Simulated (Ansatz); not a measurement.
**ZrGe (model structure, started from the TiAs type, P6₃/mmc, No. 194, 8 atoms in the cell): properties by level of theory**

```tsv
level (code)	equilibrium lattice constant a (Å)	c axis length (Å)	formation enthalpy (eV/atom)
PBE (Ansatz)	3.795	___	___
PBEsol (Ansatz)	3.738	13.374	-0.726
PBE-D3(BJ) (Ansatz)	3.742	13.393	___
```

### Question
Complete the blanks.

### Answer

- PBE (Ansatz, a quantum-chemistry and plane-wave program), c axis length (Å): 13.456
- PBE (Ansatz), formation enthalpy (eV/atom): -0.677
- PBE-D3(BJ) (Ansatz), formation enthalpy (eV/atom): -0.717

Ansatz's density-functional and Hartree–Fock values are scalar-relativistic unless marked +SOC, with PAW data made under PBE.

The computed numbers hold no vibrational or temperature effects.

A model structure was made by putting elements into a prototype or built by hand; it is no filed structure, need not be a known phase, and can be a saddle point held by its symmetry.
